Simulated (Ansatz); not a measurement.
# Energy of SiO2 (space group No. 92) less that of α-quartz (SiO2), by level of theory

No measured value is used here.

```csv
level (code),value (meV/atom)
LDA (Ansatz),11
PBE (Ansatz),-7
rVV10 (Ansatz),14
r²SCAN (Ansatz),7
r²SCAN-D4 (Ansatz),14
PBE0 (Ansatz),-6
```

Values are at the level's own relaxed cell; PBE0 at the r²SCAN cell. Ansatz's density-functional and Hartree–Fock values are scalar-relativistic unless marked +SOC, with PAW data made under PBE.

Ansatz is a program for electronic structure.
